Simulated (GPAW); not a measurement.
Input and output of a self-consistent single point for LiBr (Fm-3m, 2 atoms in the cell) (GPAW)

Level of theory: PBE, GPAW PAW datasets PBE (gpaw-data 1.0.1) (plane waves; GPAW).

Input:

```python
from ase import Atoms
from ase.units import GPa
from gpaw import GPAW

atoms = Atoms(['Li', 'Br'],
              cell=[[0.000000, 2.759991, 2.759991],
                    [2.759991, 0.000000, 2.759991],
                    [2.759991, 2.759991, 0.000000]],
              scaled_positions=[[0.000000, 0.000000, 0.000000],
                                [0.500000, 0.500000, 0.500000]],
              pbc=True)

calc = GPAW(mode={'name': 'pw', 'ecut': 600},
            xc='PBE',
            kpts={'size': (10, 10, 10), 'gamma': True},
            occupations={'name': 'fermi-dirac', 'width': 0.02},
            nbands=-4,
            convergence={'density': 1e-05, 'bands': -2},
            symmetry={'symmorphic': False, 'tolerance': 0.0005},
            maxiter=100,
            txt='-')

atoms.calc = calc

energy = atoms.get_potential_energy()
print('Energy (eV):', round(energy, 6))
forces = atoms.get_forces()
print('Forces (eV/Ang):')
print(forces.round(5))
stress = atoms.get_stress()
print('Stress (GPa, Voigt):', (stress / GPa).round(4))
```

The program printed (abridged):

```
Input parameters:
  convergence: {bands: -2,
                density: 1e-05}
  kpts: {gamma: True,
         size: (10, 10, 10)}
  maxiter: 100
  mode: {ecut: 600,
         name: pw}
  nbands: -4
  occupations: {name: fermi-dirac,
                width: 0.02}
  symmetry: {symmorphic: False,
             tolerance: 0.0005}
  xc: PBE

species:
  Li:
    name: Lithium
    Z: 3.0
    valence: 1
    core: 2
    charge: 0.0
    file: Li.PBE.gz

    # Using partial waves for Li as LCAO basis

  Br:
    name: Bromine
    Z: 35.0
    valence: 7
    core: 28
    charge: 0.0
    file: Br.PBE.gz

    # Using partial waves for Br as LCAO basis

Reference energy: -71105.035549  # eV

Spin-paired calculation

Convergence criteria:
 Maximum [total energy] change in last 3 cyles: 0.0005 eV / valence electron
 Maximum integral of absolute [dens]ity change: 1e-05 electrons / valence electron
 Maximum integral of absolute [eigenst]ate change: 4e-08 eV^2 / valence electron
 Maximum number of scf [iter]ations: 100

Symmetries present (total): 48
Symmetries with fractional translations: 0
1000 k-points: 10 x 10 x 10 Monkhorst-Pack grid + [1/20,1/20,1/20]
47 k-points in the irreducible part of the Brillouin zone
       k-points in crystal coordinates                weights
   0:     0.00000000    0.00000000    0.00000000          1/1000
   1:     0.10000000    0.10000000    0.00000000          6/1000
   2:     0.10000000    0.10000000    0.10000000          8/1000
   [... 7 lines left out ...]
          ...
  46:     0.50000000    0.50000000    0.50000000          4/1000

Wave functions: Plane wave expansion
  Cutoff energy: 600.000 eV
  Number of coefficients (min, max): 1383, 1422
  Pulay-stress correction: 0.000000 eV/Ang^3 (de/decut=0.000000)

Occupation numbers: Fermi-Dirac:
  width: 0.0200  # eV

Eigensolver

Densities:
  Coarse grid: 24*24*24 grid
  Fine grid: 48*48*48 grid
  Total Charge: 0.000000

Density mixing:
  Method: separate
  Backend: pulay
  Linear mixing parameter: 0.05
  old densities: 5
  Damping of long wavelength oscillations: 50

Hamiltonian:
  XC and Coulomb potentials evaluated on a 48*48*48 grid
  External potential:
    NoExternalPotential

XC parameters: PBE with 2 nearest neighbor stencil

Number of atoms: 2
Number of atomic orbitals: 8
Number of bands in calculation: 8
Number of valence electrons: 8
Bands to converge: 6

Density initialized from atomic densities
  8 bands from LCAO basis set

Atomic positions and initial magnetic moments

Positions:
   0 Li     0.000000    0.000000    0.000000    ( 0.0000,  0.0000,  0.0000)
   1 Br     2.759991    2.759991    2.759991    ( 0.0000,  0.0000,  0.0000)

Unit cell:
           periodic     x           y           z      points  spacing
  1. axis:    yes    0.000000    2.759991    2.759991    24     0.1328
  2. axis:    yes    2.759991    0.000000    2.759991    24     0.1328
  3. axis:    yes    2.759991    2.759991    0.000000    24     0.1328

  Lengths:   3.903217   3.903217   3.903217
  Angles:   60.000000  60.000000  60.000000

Effective grid spacing dv^(1/3) = 0.1449

     iter     time        total  log10-change:
                         energy   eigst   dens
iter:   1 --:--:--    -6.592141   +0.48
iter:   2 --:--:--    -6.593593   -0.54  -1.32
iter:   3 --:--:--    -6.609124   -1.36  -1.34
iter:   4 --:--:--    -6.609560   -2.11  -1.89
iter:   5 --:--:--    -6.610002c  -2.60  -1.97
iter:   6 --:--:--    -6.609970c  -2.94  -2.91
iter:   7 --:--:--    -6.609952c  -3.33  -3.06
iter:   8 --:--:--    -6.609941c  -4.15  -3.01
iter:   9 --:--:--    -6.609940c  -4.45  -3.74
iter:  10 --:--:--    -6.609940c  -5.37  -4.15
iter:  11 --:--:--    -6.609940c  -5.87  -4.29
iter:  12 --:--:--    -6.609940c  -6.40  -5.31c
iter:  13 --:--:--    -6.609940c  -6.96  -5.62c
iter:  14 --:--:--    -6.609940c  -7.24  -5.38c
iter:  15 --:--:--    -6.609940c  -7.87c -5.93c

Converged after 15 iterations.

Dipole moment: (0.000000, 0.000000, 0.000000) |e|*Ang

Energy contributions relative to reference atoms: (reference = -71105.035549)

Kinetic:         +8.509507
Potential:       -8.813823
External:        +0.000000
XC:              -6.299044
Entropy (-ST):   -0.000000
Local:           -0.006580
SIC:             +0.000000
--------------------------
Free energy:     -6.609940
Extrapolated:    -6.609940

Showing only first 2 kpts
 Kpt  Band  Eigenvalues  Occupancy
  0     2      0.76812    2.00000
  0     3      0.76812    2.00000
  0     4      5.66007    0.00000
  0     5     13.00038    0.00000

  1     2      0.64403    2.00000
  1     3      0.64403    2.00000
  1     4      6.18626    0.00000
  1     5     11.06576    0.00000

Fermi level: 2.97681

Gap: 4.887 eV
Transition (v -> c):
  (s=0, k=3, n=3, [0.20, 0.10, 0.10]) -> (s=0, k=0, n=4, [0.00, 0.00, 0.00])
Direct/indirect transitions are different
Direct gap: 4.892 eV
Transition at: (s=0, k=0, n=3, [0.00, 0.00, 0.00])
Energy (eV): -6.60994

Forces in eV/Ang:
  0 Li    0.00000   -0.00000    0.00000
  1 Br   -0.00000   -0.00000   -0.00000

Stress tensor:
     0.000602     0.000000    -0.000000
     0.000000     0.000602    -0.000000
    -0.000000    -0.000000     0.000602
Stress (GPa, Voigt): [ 0.0965  0.0965  0.0965 -0.     -0.      0.    ]
```

The run converged in 15 iterations. GPAW prints stress with tension positive.

The starting cell comes from a database of computed structures (which also holds hypothetical and non-ambient phases and stackings), without a prior relaxation at this level. Its lattice was rescaled by a random factor within 2.5 % of one.
